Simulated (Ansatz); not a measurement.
Defect: interstitial Na in diamond, charge state +1. These are PBE, PAW (plane waves to 420 eV; Ansatz, a quantum-chemistry and plane-wave program) values and carry that method's errors.

Settings: 64 host sites, the relaxed PBE lattice, a 2×2×2 k-point mesh shifted by half a step, smearing 0.01 eV, spin-restricted, no image-charge correction. Static, classical nuclei. The host's phase is taken as given; its stability against other phases was not computed. The charge state is imposed; whether it is stable for some Fermi level was not computed. Sites that were not tried may lie lower.

Barriers: single points on a 3×3×3 k-point mesh shifted by half a step at the bands' geometries.

The step: a direct jump of one Na atom. Atoms about the jump, Cartesian Å from the middle of the jump, before and after:

```
atom     x0     y0     z0     x1     y1     z1
----  -----  -----  -----  -----  -----  -----
Na1   -0.45   0.45   0.45   0.45  -0.45  -0.45
C2     0.55   1.44  -0.55   0.45   1.46  -0.45
C3     1.46   0.45   0.45   1.44   0.55   0.55
C4     0.55  -0.55   1.44   0.45  -0.45   1.46
C5    -0.45   0.45  -1.46  -0.55   0.55  -1.44
C6    -1.45  -0.55  -0.55  -1.46  -0.45  -0.45
C7    -0.45  -1.46   0.45  -0.55  -1.45   0.55
C8    -1.45   1.44   1.45  -1.34   1.34   1.34
C9     1.34  -1.34  -1.34   1.44  -1.45  -1.45
C10   -0.45   2.36   0.45  -0.46   2.26   0.46
C11   -0.45   0.45   2.36  -0.46   0.46   2.26
C12   -2.36   0.45   0.45  -2.26   0.46   0.46
C13    2.26  -0.46  -0.46   2.36  -0.45  -0.45
C14    0.46  -0.46  -2.26   0.45  -0.45  -2.36
C15    0.46  -2.26  -0.46   0.45  -2.36  -0.45
C16    2.26   1.35   1.35   2.28   1.39   1.39
C17   -1.35   1.35  -2.26  -1.39   1.38  -2.28
C18    1.39   2.28  -1.39   1.35   2.26  -1.35
C19    1.38  -1.39   2.28   1.35  -1.35   2.26
C20   -2.28  -1.39  -1.39  -2.26  -1.35  -1.35
C21   -1.35  -2.26   1.35  -1.39  -2.28   1.39
C22    0.46   3.15   1.35   0.45   3.12   1.35
C23    0.46   1.35   3.15   0.45   1.35   3.12
C24   -1.35   3.15  -0.46  -1.35   3.12  -0.45
C25   -3.15   1.35  -0.46  -3.12   1.35  -0.45
C26   -1.35  -0.46   3.15  -1.35  -0.45   3.12
C27    3.12   0.45  -1.35   3.15   0.46  -1.35
C28    3.12  -1.35   0.45   3.15  -1.35   0.46
C29   -3.15  -0.46   1.35  -3.12  -0.45   1.35
C30    1.35   0.45  -3.12   1.35   0.46  -3.15
C31    1.35  -3.12   0.45   1.35  -3.15   0.46
C32   -0.45  -1.35  -3.12  -0.46  -1.35  -3.15
C33   -0.45  -3.12  -1.35  -0.46  -3.15  -1.35
C34    1.34   2.23   2.23   1.34   2.25   2.25
C35   -2.23   2.23  -1.34  -2.25   2.25  -1.34
C36    2.25   1.34  -2.25   2.23   1.34  -2.23
C37    2.25  -2.25   1.34   2.23  -2.23   1.34
C38   -2.23  -1.34   2.23  -2.25  -1.34   2.25
C39   -1.34  -2.25  -2.25  -1.34  -2.23  -2.23
C40   -2.28   2.28   2.28  -2.23   2.23   2.23
C41    2.23  -2.23  -2.23   2.28  -2.28  -2.28
C42    2.25   3.14  -0.45   2.25   3.12  -0.45
C43    3.12   2.25   0.45   3.14   2.25   0.45
C44    2.25  -0.45   3.14   2.25  -0.45   3.13
C45    0.45   3.14  -2.25   0.45   3.12  -2.25
C46    3.12   0.45   2.25   3.14   0.45   2.25
C47   -2.25   0.45  -3.13  -2.25   0.45  -3.14
C48   -0.45   2.25  -3.13  -0.45   2.25  -3.14
C49   -3.14  -0.45  -2.25  -3.13  -0.45  -2.25
C50    0.45  -2.25   3.14   0.45  -2.25   3.13
C51   -0.45  -3.13   2.25  -0.45  -3.14   2.25
C52   -3.14  -2.25  -0.45  -3.13  -2.25  -0.45
C53   -2.25  -3.13   0.45  -2.25  -3.14   0.45
```

Q: Give the saddle-point geometry and the barrier.

A: 
```json
[
 {"atom": "Na1", "x": "0.01", "y": "0.03", "z": "0.00"},
 {"atom": "C2", "x": "0.54", "y": "1.60", "z": "-0.53"},
 {"atom": "C3", "x": "1.58", "y": "0.56", "z": "0.53"},
 {"atom": "C4", "x": "0.54", "y": "-0.50", "z": "1.57"},
 {"atom": "C5", "x": "-0.52", "y": "0.56", "z": "-1.57"},
 {"atom": "C6", "x": "-1.56", "y": "-0.50", "z": "-0.52"},
 {"atom": "C7", "x": "-0.52", "y": "-1.54", "z": "0.53"},
 {"atom": "C8", "x": "-1.30", "y": "1.34", "z": "1.31"},
 {"atom": "C9", "x": "1.32", "y": "-1.28", "z": "-1.31"},
 {"atom": "C10", "x": "-0.41", "y": "2.30", "z": "0.42"},
 {"atom": "C11", "x": "-0.41", "y": "0.45", "z": "2.27"},
 {"atom": "C12", "x": "-2.26", "y": "0.45", "z": "0.43"},
 {"atom": "C13", "x": "2.28", "y": "-0.39", "z": "-0.42"},
 {"atom": "C14", "x": "0.44", "y": "-0.39", "z": "-2.27"},
 {"atom": "C15", "x": "0.43", "y": "-2.24", "z": "-0.42"},
 {"atom": "C16", "x": "2.33", "y": "1.42", "z": "1.39"},
 {"atom": "C17", "x": "-1.37", "y": "1.42", "z": "-2.32"},
 {"atom": "C18", "x": "1.40", "y": "2.35", "z": "-1.39"},
 {"atom": "C19", "x": "1.40", "y": "-1.36", "z": "2.32"},
 {"atom": "C20", "x": "-2.31", "y": "-1.36", "z": "-1.39"},
 {"atom": "C21", "x": "-1.38", "y": "-2.29", "z": "1.39"},
 {"atom": "C22", "x": "0.47", "y": "3.16", "z": "1.35"},
 {"atom": "C23", "x": "0.47", "y": "1.38", "z": "3.13"},
 {"atom": "C24", "x": "-1.34", "y": "3.16", "z": "-0.46"},
 {"atom": "C25", "x": "-3.12", "y": "1.38", "z": "-0.46"},
 {"atom": "C26", "x": "-1.34", "y": "-0.43", "z": "3.13"},
 {"atom": "C27", "x": "3.14", "y": "0.49", "z": "-1.35"},
 {"atom": "C28", "x": "3.14", "y": "-1.32", "z": "0.46"},
 {"atom": "C29", "x": "-3.12", "y": "-0.43", "z": "1.35"},
 {"atom": "C30", "x": "1.36", "y": "0.49", "z": "-3.13"},
 {"atom": "C31", "x": "1.36", "y": "-3.10", "z": "0.46"},
 {"atom": "C32", "x": "-0.45", "y": "-1.32", "z": "-3.13"},
 {"atom": "C33", "x": "-0.45", "y": "-3.10", "z": "-1.35"},
 {"atom": "C34", "x": "1.37", "y": "2.27", "z": "2.24"},
 {"atom": "C35", "x": "-2.23", "y": "2.27", "z": "-1.36"},
 {"atom": "C36", "x": "2.25", "y": "1.39", "z": "-2.24"},
 {"atom": "C37", "x": "2.25", "y": "-2.21", "z": "1.36"},
 {"atom": "C38", "x": "-2.23", "y": "-1.33", "z": "2.24"},
 {"atom": "C39", "x": "-1.34", "y": "-2.21", "z": "-2.24"},
 {"atom": "C40", "x": "-2.20", "y": "2.24", "z": "2.21"},
 {"atom": "C41", "x": "2.22", "y": "-2.18", "z": "-2.21"},
 {"atom": "C42", "x": "2.27", "y": "3.18", "z": "-0.45"},
 {"atom": "C43", "x": "3.17", "y": "2.28", "z": "0.45"},
 {"atom": "C44", "x": "2.27", "y": "-0.42", "z": "3.15"},
 {"atom": "C45", "x": "0.46", "y": "3.18", "z": "-2.25"},
 {"atom": "C46", "x": "3.17", "y": "0.48", "z": "2.26"},
 {"atom": "C47", "x": "-2.24", "y": "0.48", "z": "-3.15"},
 {"atom": "C48", "x": "-0.43", "y": "2.28", "z": "-3.15"},
 {"atom": "C49", "x": "-3.14", "y": "-0.42", "z": "-2.25"},
 {"atom": "C50", "x": "0.46", "y": "-2.23", "z": "3.15"},
 {"atom": "C51", "x": "-0.43", "y": "-3.12", "z": "2.26"},
 {"atom": "C52", "x": "-3.14", "y": "-2.23", "z": "-0.45"},
 {"atom": "C53", "x": "-2.24", "y": "-3.12", "z": "0.45"}
]
```
It lies 2.01 eV above the start and 2.01 eV above the end. The program found a first-order saddle point.
